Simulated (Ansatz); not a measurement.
Data:

```
CELL_PARAMETERS angstrom
      0.00000     2.63316     2.80338
      2.63316     0.00000     2.80338
      2.63316     2.63316     0.00000
ATOMIC_POSITIONS crystal
  Zn 0.00000 0.00000 0.00000
  S  0.25000 0.25000 0.25000
```

Calculation: r2SCAN with spin-orbit coupling, rigid bands (plane waves, PAW; Ansatz, a quantum-chemistry and plane-wave program). Condition of this run: uniaxial stress along [001] of -3 GPa (compression positive) (the target of the relaxation). Geometry: cell and atoms relaxed with PBEsol, then loaded as said.

Problem. What conductivity effective mass do dilute holes have at 300 K?

Solution. 0.62 (x), 0.62 (y), 0.77 (z) mₑ.

Problem. What conductivity effective mass do dilute electrons have at 300 K?

Solution. 0.20 mₑ.

Problem. And the band gap?

Solution. 2.62 eV at this level; semilocal functionals usually fall short of the measured gap.

Rigid bands, one relaxation time for all states, no polarons. Geometry: cell and atoms relaxed with PBEsol.
